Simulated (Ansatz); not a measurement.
Formation energies of neutral defects against the elements (graphite for carbon, diatomic gases, S8), in beta Si3N4 (eV), each at one geometry relaxed with PBE and evaluated in Ansatz (a first-principles code) with PBE, r2SCAN. Details: 84-site cell; 2×2×2 shifted k-points; charged states image-corrected; no spin–orbit coupling; no Hubbard U; energies good to tenths of an eV; flagged in the runs: for some of the defects a doubtful potential alignment, a host whose relaxation on this sampling wasn't shown to rest, a strain field that reaches the edge of the cell.

```
defect                                     x: PBE (eV)  y: r2SCAN (eV)
-----------------------------------------  -----------  --------------
Hf on the Si site [the Si(2,4-fold) site]         0.66            0.26
O on the N site [the N(1,3-fold) site]            0.94            0.94
B on the Si site [the Si(2,4-fold) site]          2.75            3.38
Ce on the Si site [the Si(2,4-fold) site]         3.08            2.75
C on the N site [the N(2,3-fold) site]            3.49            3.57
P on the Si site [the Si(2,4-fold) site]          4.66            4.96
N vacancy [the N(1,3-fold) site]                  5.15            5.86
N vacancy [the N(2,3-fold) site]                  5.22            5.92
C on the N site [the N(1,3-fold) site]            3.43               ?
```

**Question.** Fit a straight line to the 8 complete rows and predict the last.

**Answer.** Means: x = 3.244, y = 3.455; Sxx = 21.859, Sxy = 25.817. Slope 25.817 / 21.859 = 1.18, intercept 3.455 − 1.18 × 3.244 = -0.37 eV; the rows scatter by 0.34 eV about the line, and R² = 0.98. Prediction: -0.37 + 1.18 × 3.43 = 3.68 eV. The calculation gave 3.50 eV, 0.18 eV below the line, within its scatter.
